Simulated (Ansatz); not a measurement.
Worked example: self-consistent single point of CaAl₂Zn₂ (I4mm, 5 atoms in the cell) in Ansatz (a quantum-chemistry and plane-wave program).

Method of the run: LDA (PW92), default PAW files made with PBE (plane waves; Ansatz).

```yaml
crystal:
  lattice:
    - [-2.05088, 2.05088, 5.72521]
    - [2.05088, -2.05088, 5.72521]
    - [2.05088, 2.05088, -5.72521]
  atoms:
    - { symbol: Ca, position: [0.00437, 0.00437, 0.00000] }
    - { symbol: Al, position: [0.25000, 0.75000, 0.50000] }
    - { symbol: Al, position: [0.75000, 0.25000, 0.50000] }
    - { symbol: Zn, position: [0.39187, 0.39187, 0.00000] }
    - { symbol: Zn, position: [0.60813, 0.60813, 0.00000] }
```

Reference input (self-consistent single point, DFT, LDA (PW92), plane waves, default PAW files made with PBE): basis.ecutwfc = 420 eV; kpoints.mp_grid.grid = 9 9 9; hamiltonian.xc = lda; hamiltonian.pseudopotentials = {kind: paw} (the program's default PAW files); scf.occupations.method = gaussian; scf.occupations.width = 0.1 eV. This run's input differs from it in these lines:

Ansatz 0.2 input:
```diff
@@ -15,3 +15,3 @@
 kpoints:
-  mp_grid: { grid: [9, 9, 9] }
+  mp_grid: { grid: [8, 8, 8] }
 hamiltonian:
@@ -20,3 +20,3 @@
 scf:
-  occupations: { method: gaussian, width: 0.1 }
+  occupations: { method: gaussian, width: 0.3 }
 output:
```

Output, abridged:

```
SCF iter   1: F=—  HF=-9292.494934 eV  |F-HF|=—  |Δ(HF+E_count)|=         —  Δρ=4.60e-3  dr2=1.90e-2  ethr=1.77e-3  ⟨swp⟩=6.9  Hψ=6947  notcnv=0
all-band conjugate gradients solve this SCF's bands
preconditioner: auto → Kerker (q_TF=auto, 2.357 Å⁻¹)
SCF iter   2: F=—  HF=-9292.492297 eV  |F-HF|=—  |Δ(HF+E_count)|=   2.64e-3  Δρ=2.54e-3  dr2=7.36e-3  ethr=4.76e-5  ⟨swp⟩=2.0  Hψ=2913  notcnv=0  defer=1
   [... lines left out ...]
SCF iter   5: F=—  HF=-9292.490412 eV  |F-HF|=—  |Δ(HF+E_count)|=   4.40e-5  Δρ=8.77e-5  dr2=1.04e-5  ethr=3.33e-7  ⟨swp⟩=2.1  Hψ=2278  notcnv=0  defer=1
SCF iter   6: F=—  HF=-9292.490414 eV  |F-HF|=—  |Δ(HF+E_count)|=   1.84e-6  Δρ=2.37e-5  dr2=7.93e-7  ethr=2.59e-8  ⟨swp⟩=2.6  Hψ=2375  notcnv=0  defer=1
SCF iter   7: F=—  HF=-9292.490414 eV  |F-HF|=—  |Δ(HF+E_count)|=   1.33e-7  Δρ=1.75e-5  dr2=1.85e-7  ethr=1.98e-9  ⟨swp⟩=2.0  Hψ=2392  notcnv=0  defer=1
SCF iter   8: F=-9292.490414 eV  HF=-9292.490414 eV  |F-HF|=2.62e-8  |Δ(HF+E_count)|=   7.03e-8  Δρ=6.52e-6  dr2=3.16e-8  ethr=2.50e-10  ⟨swp⟩=5.2  Hψ=5781  notcnv=0
SCF 1 converged in 8 iterations: F = -9292.490414 eV  dr2 = 3.16e-8
Free energy (F): -9292.490414 eV
Internal energy: -9292.412905 eV  (E = F + TS)
E sigma→0 (E₀):  -9292.451660 eV
Entropy (-TS):   -0.077509 eV (-15.502 meV/atom)
Fermi energy:    7.820210 eV
--- Forces (eV/Å), atoms counted from 1 ---
  atom   1  Ca    -0.00000000    -0.00000000    -0.11723923
  atom   2  Al    -0.00000000    -0.00000000     0.03513254
  atom   3  Al     0.00000000     0.00000000     0.03513254
  atom   4  Zn    -0.00000000     0.00000000     0.03130992
  atom   5  Zn     0.00000000     0.00000000     0.01563078
--- Stress (GPa, compression-positive) ---
       -4.197518      -0.000000       0.000000
       -0.000000      -4.197518      -0.000000
       -0.000000      -0.000000      -4.887552
  P = ⅓ Tr σ = -4.4275 GPa (-44.275 kbar)
  The stress holds the Pulay correction. Without it, at fixed plane waves, as pw.x and ABINIT print it: P = -4.4643 GPa
```

The run converged in 8 iterations. Against the reference run the free energy drops by 6.6 meV/atom, the pressure hardly changes (-4.46 to -4.43 GPa) and the largest force stays at 0.117 eV/Å.

The starting cell comes from a database of computed structures (which also holds hypothetical and non-ambient phases and stackings), without a prior relaxation at this level. Its lattice was rescaled by up to half a per cent. One atom was moved a little off its site on purpose. With a pressure of about -4 GPa the cell is away from its equilibrium volume at this level. Ansatz's pressure includes its estimate of the finite-basis (Pulay) stress.
